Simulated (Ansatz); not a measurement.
**CdS in the zinc blende structure (space group F-43m, No. 216)**

```xyz
2
Lattice="0.0000 2.9122 2.9122 2.9122 0.0000 2.9122 2.9122 2.9122 0.0000" Properties=species:S:1:pos:R:3 pbc="T T T"
S      4.3683     4.3683     4.3683
Cd     0.0000     0.0000     0.0000
```

Level of theory: PBEsol (Ansatz, a first-principles code, PAW, spin-orbit coupling left out). Γ-centred 10×10×10 mesh, Fermi–Dirac width 0.05 eV.

The volume per atom is 24.70 Å³, the density comes out as 4.86 g/cm³ and the band gap is 1.01 eV, direct at Γ. The electron mass comes out as 0.11 mₑ and the hole mass (degenerate bands, along [100]) is 0.12, 0.75, 0.75 mₑ. The lowest conduction-band minima above the VBM is Γ 1.01 eV and the total energy is -4535.112 eV/atom (σ→0; compares only within this code and set-up).

Masses are band curvatures over ±0.01 Å⁻¹ around the edge. No phonon test of stability was made.
